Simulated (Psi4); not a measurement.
Psi4 1.11, HF/def2-tzvp: Ag(I)(CO) ([O+]#[C-]->[Ag][I]), 4 atoms. The geometry is a generated start, not checked to be a minimum at this level.

| Quantity | Result |
|---|---|
| task | energy |
| method | scf |
| basis | def2-tzvp |
| memory | 3 GB |
| maxiter | 100 |
| keys of the molecule block | symmetry c1 |
| scf_type | df (default) |
| e_convergence | 1e-06 (default) |
| d_convergence | 1e-06 (default) |
| effective core potentials | those of the basis set, past Kr |
| basis functions | 152 |

```xyz
4

Ag    -0.0148     0.4911    -0.3977
I     -0.3598     2.4302    -2.0131
O      0.1936    -1.9016     1.5595
C      0.1809    -1.0197     0.8512
```

Charge 0 and multiplicity 1 are set for this test and not shown to be the ground state.

With the defaults (damping_percentage = 0, diis = true, scf_initial_accelerator = adiis, guess = auto, which took SAD, diis_max_vecs = 10, level_shift = 0, level_shift_cutoff = 0.01) it converges in 9 SCF iterations. One run each on 2 threads, with these changes:
- scf_initial_accelerator = ediis
- diis_max_vecs = 20
- damping_percentage = 20
- guess = huckel
- guess = sapgau
- damping_percentage = 60
- damping_percentage = 60, diis = false, scf_initial_accelerator = none
- scf_initial_accelerator = none
- level_shift = 0.1, level_shift_cutoff = 0.001

Which of these changes keep the SCF from converging, or lead it to another solution?

No convergence: damping_percentage = 60; damping_percentage = 60, diis = false, scf_initial_accelerator = none (the run ends without SCF convergence in 100 iterations). The rest reach the solution of the defaults.

```csv
setting,SCF iterations,end
the defaults,9,same solution
scf_initial_accelerator = none,9,same solution
scf_initial_accelerator = ediis,9,same solution
diis_max_vecs = 20,9,same solution
"level_shift = 0.1, level_shift_cutoff = 0.001",9,same solution
guess = huckel,11,same solution
damping_percentage = 20,16,same solution
guess = sapgau,16,same solution
damping_percentage = 60,100,no convergence
"damping_percentage = 60, diis = false, scf_initial_accelerator = none",100,no convergence
```
